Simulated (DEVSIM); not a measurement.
Structure: Al/SiON/SiO2/p-Si capacitor, at 300 K.

Layer 1 from the left is SiON, thickness (nm) 9.20. Layer 2 from the left is SiO2, thickness (nm) 1.10. Layer 3 from the left is Si, thickness (nm) 390, Na (cm⁻³) 1.1e18.

Metal gate on the left, work function 4.1 eV. Fixed charge at the semiconductor interface 0 cm⁻² (in units of +e); no interface traps.

The device is made up for the run: typed textbook-type constants, with dimensions and the other settings drawn at random. Values at 300 K.

SiON: gap (eV) 7, affinity (eV) 1.4, permittivity 5.5. SiO2: gap (eV) 9, affinity (eV) 0.9, permittivity 3.9. Si: gap (eV) 1.124, affinity (eV) 4.05, permittivity 11.7, Nc (cm⁻³) 2.86e19, Nv (cm⁻³) 3.1e19.

Model (solved in DEVSIM): 1D Poisson equation in equilibrium, Boltzmann statistics, complete ionisation; no quantum confinement or tunnelling. Metal contacts follow the ideal Schottky-Mott rule: no Fermi-level pinning, no interface dipoles.

Problem. What does the simulation give for the minimum of the low-frequency capacitance?

Solution. minimum of the low-frequency capacitance 0.195 μF/cm².
